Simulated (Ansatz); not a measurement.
Functionals compared on a constructed model of the (100) surface of fcc Cu, a pseudomorphic layer of Mg in the host's stacking (bottom of the slab: a bare face, its two planes held), in Ansatz (plane waves, PAW). The structure was relaxed with PBE; the other rows are single points on it. Cutoff 420 eV (500 eV for r2SCAN).

Model: 7-atom slab, 11.3 Å thick at the start, 15x15x1 mesh, Fermi-Dirac 0.1 eV, dipole correction, 2 atoms held, the rest relaxed; start symmetry kept, larger cells not searched; no spin, no spin-orbit, no U. It is one candidate, not shown to be the stable structure of the face. These notes are the PBE run's.

| functional | work function of the top face (eV) | rough cost of the single point |
|---|---|---|
| PBE | 4.05 | – |
| RPBE | ___ | around 50 core-seconds (rough) |
| r2SCAN | 4.13 | around 80 core-seconds (rough) |

Question: What belongs in the gaps?

Answer: 
- RPBE, work function of the top face (eV): 3.98

Ansatz is a first-principles code.
